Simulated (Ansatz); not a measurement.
The starting structures come from a database of crystals and need not be the phases stable at ambient conditions.

Tunnelling through a barrier is set by its complex band structure: the current falls as exp(−2κd) with the smallest κ.

Data:

```xyz
16
Lattice="6.4860 0.0000 0.0000 0.0000 6.7948 0.0000 0.0000 0.0000 6.4860" Properties=species:S:1:pos:R:3 pbc="T T T"
Ga     4.2443     1.8081     4.2443
Ga     2.2417     4.9867     2.2417
Ga     5.4847     5.2055     1.0013
Ga     1.0013     1.5893     5.4847
Ga     2.2417     1.8081     2.2417
Ga     4.2443     4.9867     4.2443
Ga     1.0013     5.2055     5.4847
Ga     5.4847     1.5893     1.0013
Ga     3.2430     0.0000     0.0000
Ga     3.2430     3.3974     0.0000
Ga     0.0000     3.3974     3.2430
Ga     0.0000     0.0000     3.2430
Os     5.4403     0.0000     5.4403
Os     1.0457     0.0000     1.0457
Os     4.2888     3.3974     2.1973
Os     2.1973     3.3974     4.2888
```

Space group of this cell: P4_2/mnm. The cell is taken as given.

Transport runs along the normal of the first two printed cell vectors, the (100) plane of the conventional cell.

No gap correction and no spin-orbit coupling; mid-gap values are interpolated between computed energies.

Question: Predict the band gap and the smallest decay constant κ at mid-gap from r2SCAN (Ansatz, a program for electronic structure).

Answer: Gap 0.96 eV on a 6×6×6 mesh; κ = 0.174 1/Å, at (0.333, 0.500) of the in-plane reciprocal vectors. At the zone centre, at the nearest computed energy, the slowest state has κ = 0.21 1/Å.
